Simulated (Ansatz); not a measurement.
Cells marked so need not be the phases stable at ambient conditions, and some may be hypothetical.

 Where the default PAW files enter, the runs use the earlier of Ansatz's two default sets.

The gap is the functional's own, uncorrected, and κ follows it; spin-orbit coupling is left out. Mid-gap values are interpolated between the computed energies.

A. CdSe (P6_3mc, wurtzite, 4 atoms a cell, 29.0 Å³ an atom), along the normal of (110)
B. K$_{2}$Ca(CO$_{3}$)$_{2}$ (R-3m, not sure to be the ambient phase, 11 atoms a cell, 13.7 Å³ an atom), along the normal of (101)
C. LiF (Fm-3m, rock salt, 2 atoms a cell, 8.5 Å³ an atom, -5 GPa at this level), along the normal of (111)
D. SrZnAsF (P4/nmm, not sure to be the ambient phase, 8 atoms a cell, 19.8 Å³ an atom, -2 GPa at this level), along the normal of (100)

**Question.** Put the candidates in order of mid-gap decay constant of the slowest evanescent state, lowest first, for r2SCAN in Ansatz (a quantum-chemistry and plane-wave program).

**Answer.** A (0.08 1/Å), D (0.12 1/Å), B (0.50 1/Å), C (0.68 1/Å)
